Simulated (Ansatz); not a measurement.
CaF2, pressure series

The parent structure is CaF₂ in the fluorite structure (space group Fm-3m, No. 225).

```
CaF2
1.0
    0.00000     2.71018     2.71018
    2.71018     0.00000     2.71018
    2.71018     2.71018     0.00000
Ca F
1 2
Direct
  0.00000   0.00000   0.00000
  0.25000   0.25000   0.25000
  0.75000   0.75000   0.75000
```

Cell and atoms are relaxed at each pressure.

Method: PBEsol (Ansatz, a first-principles code, PAW, no SOC), earlier PAW set.

```tsv
pressure (GPa)	volume per atom (Å³/atom)
-2	13.598
-1	13.428
0	13.271
3	12.850
7	12.383
15	11.661
30	?
50	9.877
100	8.608
```

Question: Fit the third-order Birch–Murnaghan form P(V) = (3B₀/2)[(V₀/V)^(7/3) − (V₀/V)^(5/3)]·[1 + (3/4)(B₀′ − 4)((V₀/V)^(2/3) − 1)] (squares taken in P) to the rows shown and predict the withheld row.

Answer: Least squares on the printed values gives V₀ = 13.269 Å³/atom, B₀ = 87.4 GPa, B₀′ = 4.4; this predicts 10.720 Å³/atom, and the run gives 10.719 Å³/atom, in agreement.

Load acts through the strain it causes; cell and atoms are relaxed under it. Stability against distortions was not tested. Competing high-pressure phases were not computed.
